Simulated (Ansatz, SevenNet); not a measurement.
For NbAs (I4₁md, No. 109, 4 atoms in the cell; start mp-2059), the machine-learned potential SevenNet-0 (trained on PBE and PBE+U data) gives:

* **lattice constant a**: 3.491 Å
* **c axis length**: 11.813 Å

Problem. What does r²SCAN+rVV10 in Ansatz (PAW) give for the same quantities?

Solution. 
- lattice constant a: 3.451 Å (drops by 1.1 %)
- lattice parameter c: 11.721 Å (drops by 0.8 %)

Changes are worked out from the printed values.

Unless a cell is named, each level is at its own relaxed cell (SevenNet-0 17.99, r²SCAN+rVV10 17.45 Å³/atom).

Caveats: the relaxation could not lower the start's symmetry, so the cell can be a saddle point above a distorted one (SevenNet-0, r²SCAN+rVV10). Ansatz's density-functional and Hartree–Fock values are scalar-relativistic unless marked +SOC, with PAW data made under PBE.

A start named mp-… is a Materials Project structure, which need not be a measured phase.

Ansatz is a quantum-chemistry and plane-wave program.
